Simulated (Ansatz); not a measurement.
Take an 8-atom supercell of HgTe in the zinc blende structure (space group F-43m, No. 216; a = 6.510 Å) at its relaxed geometry as the base.

Method: PBEsol (Ansatz, a quantum-chemistry and plane-wave program, PAW, without spin-orbit coupling).

For the base:

| Item | Value |
|---|---|
| Mean distance from the defect site to its nearest host atoms | 2.82 Å |
| Pressure | 0.0 GPa |

Perturbation: a neutral Hg vacancy, atoms relaxed at fixed cell, starting from a slightly rattled geometry.

What does the calculation give for the mean distance from the defect site to its nearest host atoms, pressure and largest displacement of a host atom from its site in the perfect cell after the change?

The mean distance from the defect site to its nearest host atoms shrinks by 0.07 Å, from 2.82 Å to 2.75 Å; the pressure goes from zero to -2.7 GPa; the largest displacement of a host atom from its site in the perfect cell is 0.08 Å.

In so small a cell the defect repeats every few ångströms: this is an ordered compound, not a dilute defect. The mesh was chosen for an insulator and is coarse for the gapless case. All final runs are without spin polarisation. The defect cell is not spin-polarised.
